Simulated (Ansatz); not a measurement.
The structure below was relaxed with plane-wave PAW DFT at the PBEsol level (Ansatz, a program for electronic structure, 420 eV), no spin-orbit coupling, earlier PAW set, at pressure −1 GPa.

Space group Fm-3m (No. 225); a = 3.882 Å, b = 3.882 Å, c = 3.882 Å, α = 90.00°, β = 90.00°, γ = 90.00°

```json
[
 {"atom": "Pd", "site": "4a", "symmetry": "m-3m", "x": "0.0000", "y": "0.0000", "z": "0.0000"}
]
```

**Question.** Write out a cell with all atoms.

**Answer.** 
```xyz
4
Lattice="3.8820 0.0000 0.0000 0.0000 3.8820 0.0000 0.0000 0.0000 3.8820" Properties=species:S:1:pos:R:3 pbc="T T T"
Pd     0.0000     0.0000     0.0000
Pd     0.0000     1.9410     1.9410
Pd     1.9410     0.0000     1.9410
Pd     1.9410     1.9410     0.0000
```
This is the conventional cell.

Load acts through the strain it causes; cell and atoms are relaxed under it. No phonon test of stability was made. All final runs are without spin polarisation. The cell was made from Pd in the fcc (Cu type) structure (space group Fm-3m, No. 225) by this change: pressure −1 GPa.
